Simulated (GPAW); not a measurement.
GPAW run on VN (P-6m2, 2 atoms in the cell): self-consistent single point.

Computed with LDA (Perdew-Wang 92), GPAW PAW datasets LDA (gpaw-data 1.0.1) (plane waves; GPAW 25.7.0).

```
VN
1.0
    2.73390     0.00000     0.00000
   -1.36695     2.36763     0.00000
    0.00000     0.00000     2.64135
V N
1 1
Direct
  0.66667   0.33333   0.00000
  0.33333   0.66667   0.50000
```

Reference input (self-consistent single point, DFT PBEsol, plane waves, GPAW PAW datasets PBEsol (made by gpaw-setup)): mode = pw; ecut = 950 eV; xc = PBEsol; kpts = 18 18 16; mesh shift (steps) = 0 0 0; occupations.name = fermi-dirac; occupations.width = 0.05 eV; nbands = -10; symmetry.symmorphic = false; symmetry.tolerance = 0.0005; maxiter = 100. This run's input differs from it in these lines:

```diff
@@ -13,3 +13,3 @@
 calc = GPAW(mode={'name': 'pw', 'ecut': 950},
-            xc='PBEsol',
+            xc='LDA',
             kpts={'size': (18, 18, 16), 'gamma': True},
```

Its files differ too (potentials: GPAW PAW datasets LDA (gpaw-data 1.0.1)).

Output (repeated stretches shortened):

```
     iter     time        total  log10-change:
                         energy   eigst   dens
iter:   1 --:--:--   -23.317492
iter:   2 --:--:--   -22.657988   -1.15  -1.13
iter:   3 --:--:--   -21.565109   -1.78  -1.21
iter:   4 --:--:--   -21.671312   -3.01  -1.61
iter:   5 --:--:--   -21.569773   -2.47  -1.54
iter:   6 --:--:--   -21.558421   -4.28  -2.30
iter:   7 --:--:--   -21.555920   -3.88  -2.61
iter:   8 --:--:--   -21.556367c  -5.52  -3.01
iter:   9 --:--:--   -21.555691c  -5.09  -2.87
iter:  10 --:--:--   -21.555650c  -6.17  -3.40
iter:  11 --:--:--   -21.555650c  -8.03c -4.13c
Converged after 11 iterations.

Dipole moment: (1.630141, -0.941162, 0.000000) |e|*Ang

Energy contributions relative to reference atoms: (reference = -27238.476278)

Kinetic:         +5.918252
Potential:       -8.044880
External:        +0.000000
XC:             -19.593890
Entropy (-ST):   -0.002674
Local:           +0.166205
SIC:             +0.000000
--------------------------
Free energy:    -21.556987
Extrapolated:   -21.555650

Showing only first 2 kpts
 Kpt  Band  Eigenvalues  Occupancy
  0     7      8.73119    2.00000
  0     8      9.93447    2.00000
  0     9     13.33468    0.00000
  0    10     13.33470    0.00000

  1     7      8.39144    2.00000
  1     8     10.18750    2.00000
  1     9     13.16168    0.00000
  1    10     13.16171    0.00000

Fermi level: 11.53141

No gap
No difference between direct/indirect transitions
Energy (eV): -21.55565

Forces in eV/Ang:
  0 V     0.00000   -0.00000    0.00000
  1 N     0.00000    0.00000    0.00000

Stress tensor:
     0.091344    -0.000000     0.000000
    -0.000000     0.091344     0.000000
     0.000000     0.000000     0.107719
Stress (GPa, Voigt): [14.6349 14.6349 17.2585  0.      0.     -0.    ]
```

The run converged in 11 iterations. GPAW prints stress with tension positive. 

At such cutoffs GPAW's stress carries a finite-basis (Pulay) error, which enters relaxed cells too; its log prints stress with tension positive.

The starting cell comes from a database of computed structures (which also holds hypothetical and non-ambient phases and stackings), without a prior relaxation at this level. Spin polarisation is off, so a magnetic state, if there is one, cannot be reached.

Cost on one core of a shared machine: roughly 2 min.
